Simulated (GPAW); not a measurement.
Band structure of AgNO3 (R3m, 5 atoms in the cell).

```
CELL_PARAMETERS angstrom
      2.52771     1.45938     2.80851
     -2.52771     1.45938     2.80851
      0.00000    -2.91875     2.80851
ATOMIC_POSITIONS crystal
  Ag 0.99804 0.99804 0.99804
  N  0.57411 0.57411 0.57411
  O  0.43488 0.43488 0.85948
  O  0.85948 0.43488 0.43488
  O  0.43488 0.85948 0.43488
```

Method: PBEsol, GPAW PAW datasets PBEsol (made by gpaw-setup) (plane waves; GPAW).

Settings: mode = pw; ecut = 900 eV; xc = PBEsol; kpts = 6 6 6; mesh shift (steps) = 0 0 0; occupations.name = fermi-dirac; occupations.width = 0.01 eV; nbands = -4; convergence.density = 1e-05 e/electron; convergence.bands = -2; symmetry.symmorphic = false; symmetry.tolerance = 0.0005; maxiter = 120; bandpath_npoints = 40.

The starting cell comes from a database of computed structures (which also holds hypothetical and non-ambient phases and stackings), without a prior relaxation at this level. Its lattice was rescaled by a random factor within 2.5 % of one.

Predict the gap along the standard path and the places of the band edges.

The gap along the path is 1.60 eV, from L to Z; the smallest direct gap on it is 2.18 eV.

Levels in eV from the top of the valence band on the SCF mesh, bands 17 to 24:
```tsv
point	17	18	19	20	21	22	23	24
Γ	-1.49	-0.77	-0.77	-0.77	2.06	3.26	7.70	10.64
L	-1.41	-1.24	-0.70	0.00	3.15	4.71	6.15	9.82
Z	-1.20	-0.80	-0.80	-0.58	1.60	4.87	7.44	9.07
F	-1.42	-1.15	-1.06	-0.27	3.07	4.92	7.27	9.23
P1	-1.28	-1.11	-0.85	-0.37	2.16	5.08	7.64	9.05
P	-1.28	-1.11	-0.85	-0.37	2.16	5.08	7.64	9.05
```
